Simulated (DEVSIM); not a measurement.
Device: Schottky contact on n-type GaAs, at 250 K.

Layer 1 from the left is GaAs, thickness (μm) 7.60, Nd (cm⁻³) 1.5e16, τn (s) 4.2e-8, τp (s) 4.2e-8.

Left contact: Schottky, work function 4.73 eV, emission velocity 8.7e6 cm/s. Right contact: ohmic. Voltage is applied to the left contact. Recombination: SRH at mid-gap, radiative. Mobility is μmin + (μ − μmin)/(1 + (N/Nref)^α).

The device is made up for the run: typed textbook-type constants, with dimensions and the other settings drawn at random. Values at 300 K; Nc and Nv go as T^1.5, mobilities as T to minus their exponent, the gap by Varshni's rule with the affinity fixed.

GaAs: gap (eV) 1.424, affinity (eV) 4.07, permittivity 12.9, Nc (cm⁻³) 4.7e17, Nv (cm⁻³) 9e18, μn (cm²/Vs) 8500, μp (cm²/Vs) 400, μn,min 500, μp,min 20, Nref,n 6e16, Nref,p 1.5e17, αn 0.39, αp 0.38, T exponent of μn 2.1, T exponent of μp 2.2, B (cm³/s) 2e-10, Varshni α (eV/K) 0.000541, Varshni β (K) 204.

Estimate by hand the built-in potential, the peak field at zero bias, the capacitance at -3 V, and compare with a numerical solution.


- Built-in potential: barrier φB = 0.660 eV; Vbi = φB − kT/q ln(N_band/N) = 0.592 V; numerical 0.592 V.
- Peak field at zero bias: depletion approximation: W = √(2εVbi/(qN)) = 0.237 μm with N = 1.50e16 cm⁻³; field = 2Vbi/W = 49900 V/cm; numerical 48900 V/cm (estimate above by 2.1 %).
- Capacitance at -3 V: C = √(qεN / 2(Vbi + |V|)) = 19.5 nF/cm²; numerical 19.6 nF/cm².

Model (solved in DEVSIM): 1D drift-diffusion, Boltzmann statistics, complete ionisation; no tunnelling, impact ionisation, image-force lowering or self-heating. Metal contacts follow the ideal Schottky-Mott rule: no Fermi-level pinning, no interface dipoles.
